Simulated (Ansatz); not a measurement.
## A computed series for YN: response to strain

The reference is YN in the rock salt structure (space group Fm-3m, No. 225; a = 4.8198 Å). Axes: x, y, z lie along the cube axes.

Strains are applied to the cell and any free atomic positions relax; under biaxial strain the out-of-plane vector relaxes too.

The values are results of LDA (Ansatz, a program for electronic structure, PAW, no SOC), not measurements.

Notes on the quantities. energy relative to the base: free energy F; pressure: mean of the normal stresses, compression positive.

| change | shortest interatomic distance | energy relative to the base | pressure |
|---|---|---|---|
| base | 2.410 Å | 0 meV/atom | 0.0 GPa |
| biaxial strain −2.00 %, plane normal [001], relaxed out of plane | 2.362 Å | +16 meV/atom | 6.4 GPa |
| biaxial strain −1.50 %, plane normal [001], relaxed out of plane | 2.374 Å | +8.8 meV/atom | 4.6 GPa |
| biaxial strain −1.00 %, plane normal [001], relaxed out of plane | 2.386 Å | +3.8 meV/atom | 3.0 GPa |
| biaxial strain −0.50 %, plane normal [001], relaxed out of plane | 2.398 Å | +1.0 meV/atom | 1.4 GPa |
| biaxial strain +0.50 %, plane normal [001], relaxed out of plane | 2.404 Å | +0.9 meV/atom | -1.4 GPa |
| biaxial strain +1.50 %, plane normal [001], relaxed out of plane | 2.394 Å | +7.8 meV/atom | -3.8 GPa |
| biaxial strain +2.00 %, plane normal [001], relaxed out of plane | 2.389 Å | +14 meV/atom | -4.9 GPa |
| biaxial strain +2.50 %, plane normal [001], relaxed out of plane | 2.383 Å | +21 meV/atom | -6.0 GPa |
| biaxial strain +3.00 %, plane normal [001], relaxed out of plane | 2.378 Å | +30 meV/atom | -7.0 GPa |

A case with no gap was solved on a k-mesh chosen for an insulator, which is coarse for it. Whether these cells are dynamically stable was not tested. All final runs are without spin polarisation.
